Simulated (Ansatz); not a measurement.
WC: stress against strain

WC (WC type, P-6m2, 10.128 Å³/atom at rest, c along z) under a strain ε along a direction in the basal plane (axis x), the other axes held. LDA in Ansatz, a plane-wave DFT program (PAW, default set), 420 eV, 23×23×20 Γ-centred mesh, Fermi-Dirac smearing 0.10 eV; ions are relaxed within the symmetry of each cell. Stress is positive for a compressed cell.

Here s stands for strain and y for stress xx.

```csv
strain (%),stress xx (GPa)
-1.50,11.98
-1.00,7.84
-0.50,3.85
0.00,0.00
0.50,-3.72
1.00,-7.31
1.50,-10.77
3.00,?
```

The 7 complete rows are fitted with a straight line, y against s. Means: s 0, y 0.267. About the means, the sum of products is -53.060 and the sum of squares of s is 7.0000; the slope is their ratio. Least squares gives y = 0.267 - 7.5800·s. Residuals (row less fit): 0.343, -0.007, -0.207, -0.267, -0.197, 0.003, 0.333; standard error 0.276 (degrees of freedom: 5). The slope gives the elastic constant C11 = 758 ± 10 GPa.

Problem. What does the fit predict for y at s = 3.00, and how far is the calculated value from it?

Solution. y = 0.267 - 7.5800 × 3.0 = -22.473 GPa. The calculation gives -20.45 GPa, 2.023 GPa above the prediction (6.2 % of the range of y in the table). The row lies outside the fitted rows, so this is an extrapolation. From the scatter of the fitted rows alone, a prediction at this place has a standard error of 0.430 GPa, so the miss is 4.7 times that.

One order more, fitted to all 13 runs of the series, follows each within 0.05, so the miss is the next term of a smooth law. In a metal these values are sensitive to mesh and smearing; energies are taken to zero smearing, stresses follow the free energy. Rows are the converged runs of the series near zero and its far end; series whose fitted rows scatter by over a few per cent of the range, as at a crossing or softening among them, aren't shown in this form. Most that stay on the fit to the last digits aren't either.
